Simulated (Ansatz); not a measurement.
What isotropic strain +2.40 % does to ZnO

Start from ZnO in the wurtzite structure (space group P6_3mc, No. 186; a = 3.230 Å, c = 5.214 Å).

The change: the cell is scaled by 1.0240 in all directions, atoms relaxed at fixed cell.

Calculations: PBEsol/PAW in Ansatz (a program for electronic structure), spin-orbit coupling left out. Γ-centred 12×12×7 mesh, Fermi–Dirac width 0.05 eV.

| quantity | base | changed | shift |
|---|---|---|---|
| volume per atom | 11.78 Å³ | 12.65 Å³ | +0.87 Å³ |
| space group | P6_3mc (No. 186) | P6_3mc (No. 186) | – |
| shortest interatomic distance | 1.969 Å | 2.016 Å | +0.047 Å |
| energy relative to the base (free energy F) | 0 meV/atom | +25 meV/atom | +25 meV/atom |
| pressure (mean of the normal stresses, compression positive) | 0.00 GPa | -8.80 GPa | -8.80 GPa |
| band gap | 0.70 eV | 0.60 eV | -0.10 eV |
| gap character | direct at Γ | direct at Γ | – |
| mean gap deformation potential ΔEg/Δln V | – | -1.4 eV | – |
| width of the top valence band | 1.83 eV | 1.67 eV | -0.16 eV |
| electron mass | 0.13 mₑ (at Γ) | 0.11 mₑ (at Γ) | – |
| valence-band top at Γ (three highest levels, from the VBM) | 0.00, 0.00, -0.10 eV | 0.00, 0.00, -0.07 eV | – |

Masses are band curvatures over ±0.01 Å⁻¹ around the edge. Whether these cells are dynamically stable was not tested.
